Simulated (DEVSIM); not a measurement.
abrupt InP n-p junction

Structure: abrupt InP n-p junction, at 300 K.

```
layer (left to right)  material  thickness (μm)  Nd (cm⁻³)  Na (cm⁻³)  τn (s)  τp (s)
---------------------  --------  --------------  ---------  ---------  ------  ------
1                           InP            1.40     1.1e17          -    2e-9    2e-9
2                           InP             120          -       1e16    2e-9    2e-9
```

Left contact: ohmic. Right contact: ohmic. Voltage is applied to the left contact. Recombination: SRH at mid-gap, radiative. Mobility is constant in doping.

The device is made up for the run: typed textbook-type constants, with dimensions and the other settings drawn at random. Values at 300 K.

```
parameter          InP
-------------  -------
gap (eV)         1.344
affinity (eV)     4.38
permittivity      12.5
Nc (cm⁻³)       5.7e17
Nv (cm⁻³)       1.1e19
μn (cm²/Vs)       5200
μp (cm²/Vs)        170
B (cm³/s)      1.2e-10
```

Model (solved in DEVSIM): 1D drift-diffusion, Boltzmann statistics, complete ionisation; no tunnelling, impact ionisation, image-force lowering or self-heating.

The potential step across the device at zero bias is 1.120 V and the largest field in the device at zero bias comes out as 53000 V/cm. The dark forward voltage at 1 A/cm² comes out as 0.942 V.

Dark reverse current:

```json
[
 {"V (V)": "0.40", "J (A/cm²)": "5.1e-9"},
 {"V (V)": "1.00", "J (A/cm²)": "1.0e-8"},
 {"V (V)": "2.00", "J (A/cm²)": "1.7e-8"},
 {"V (V)": "3.00", "J (A/cm²)": "2.3e-8"},
 {"V (V)": "4.00", "J (A/cm²)": "2.7e-8"},
 {"V (V)": "6.00", "J (A/cm²)": "3.6e-8"},
 {"V (V)": "8.00", "J (A/cm²)": "4.3e-8"},
 {"V (V)": "10.00", "J (A/cm²)": "4.9e-8"},
 {"V (V)": "13.00", "J (A/cm²)": "5.7e-8"},
 {"V (V)": "16.00", "J (A/cm²)": "6.5e-8"},
 {"V (V)": "20.00", "J (A/cm²)": "7.4e-8"}
]
```

Small-signal capacitance in reverse bias (quasi-static):

| V (V) | C (nF/cm²) |
|---|---|
| 0.4 | 23.5 |
| 1 | 19.8 |
| 2 | 16.3 |
| 3 | 14.1 |
| 4 | 12.7 |
| 6 | 10.7 |
| 8 | 9.47 |
| 10 | 8.57 |
| 13 | 7.60 |
| 16 | 6.90 |
| 20 | 6.21 |
